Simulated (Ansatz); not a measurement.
Given:

Host crystal: fluorite, with a band gap (PBE, scalar-relativistic without spin-orbit coupling).

End structure of a F vacancy (surface) in a 2x2 cell of the 1x1 (111) surface of fluorite (cut with top plane F):

```
CELL_PARAMETERS angstrom
      7.79232     0.00000     0.00000
     -3.89616     6.74834     0.00000
      0.00000     0.00000    27.00000
ATOMIC_POSITIONS crystal
  F  0.00000 0.00000 0.35238
  F  0.00000 0.50000 0.35238
  F  0.50000 0.00000 0.35238
  F  0.50000 0.50000 0.35238
  Ca 0.16667 0.33333 0.38250
  Ca 0.16667 0.83333 0.38250
  Ca 0.66667 0.33333 0.38250
  Ca 0.66667 0.83333 0.38250
  F  0.33285 0.16715 0.41208
  F  0.33285 0.66570 0.41208
  F  0.83430 0.16715 0.41208
  F  0.83333 0.66667 0.41210
  F  0.16667 0.33333 0.47058
  F  0.17035 0.83517 0.47007
  F  0.66483 0.32965 0.47007
  F  0.66483 0.83517 0.47007
  Ca 0.33281 0.16719 0.50025
  Ca 0.33281 0.66562 0.50025
  Ca 0.83438 0.16719 0.50025
  Ca 0.83333 0.66667 0.49876
  F  0.99819 0.99637 0.52851
  F  0.99819 0.50181 0.52851
  F  0.50000 0.00000 0.53242
  F  0.50363 0.50181 0.52851
  F  0.32570 0.17430 0.58851
  F  0.32570 0.65140 0.58851
  F  0.84860 0.17430 0.58851
  F  0.83333 0.66667 0.58660
  Ca 0.99554 0.99108 0.61677
  Ca 0.99554 0.50446 0.61677
  Ca 0.50000 0.00000 0.61892
  Ca 0.50892 0.50446 0.61677
  F  0.16739 0.83370 0.64487
  F  0.66630 0.33260 0.64487
  F  0.66630 0.83370 0.64487
```

Model: 35-atom slab, 8.0 Å thick at the start (thin: gaps and levels are the slab's own), 3x3x1 mesh, Fermi-Dirac 0.01 eV, dipole correction, single point; on the structure that PBE left under its start's symmetry; spin-polarised from one start with parallel moments (other orders not tried), ending with about 1.0 μB a cell; orders that need a larger cell were not tried, no spin-orbit, no U. The program's check for a lower electronic state was not made.

Task: Estimate the change of the step from the bottom to the top vacuum level, against the clean slab that r2SCAN, at the PBE geometry and the start's symmetry (Ansatz, a program for electronic structure) returns for this input.

Result: 0.69 eV

Task: Give the highest filled level below the top vacuum level at the level r2SCAN, at the PBE geometry and the start's symmetry.

Result: 3.12 eV

Task: What gap of the slab on its k-mesh does r2SCAN, at the PBE geometry and the start's symmetry give?

Result: 0.93 eV

Task: Predict the formation energy against ½ F2(g) at the same level from r2SCAN, at the PBE geometry and the start's symmetry.

Result: 152.0 kcal/mol
